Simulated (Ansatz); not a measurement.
**zinc-blende GaSb: the defect Sb vacancy (broken-bond start)**

These are PBE, PAW (plane waves to 420 eV; Ansatz, an electronic-structure program) values and carry that method's errors. Cell and caveats: 64-site cell; 2×2×2 shifted k-points; start: the Sb site; a neighbour pushed 0.95 Å away from the vacancy; no spin–orbit coupling; the functional closes the host's gap; not converged in cell size.

Neighbours after relaxation, in Å: of the emptied site: Ga 2.04, Ga 2.04, Ga 3.04, Ga 3.05.

Formation energies E_f are those of the neutral cell. Chemical conditions: Ga-rich (Δμ(Sb) = -0.32 eV; only phases computed here count, gases as isolated molecules at 0 K); Sb-rich (Δμ(Sb) = 0.00 eV; only phases computed here count, gases as isolated molecules at 0 K). Reference phases: Sb: rhombohedral Sb.

```tsv
charge	moment (μB)	largest move off a lattice site (Å)	E_f, Ga-rich (eV)	E_f, Sb-rich (eV)
0†	quenched	0.68	2.24	2.57
```

† Not settled in this cell, so no level is given: charge 0: a level filled in part.

Starting moments that weren't kept: charge 0 began with 1 μB and ended with 0.0.

No other site or start that was run ended lower by more than 0.1 eV.
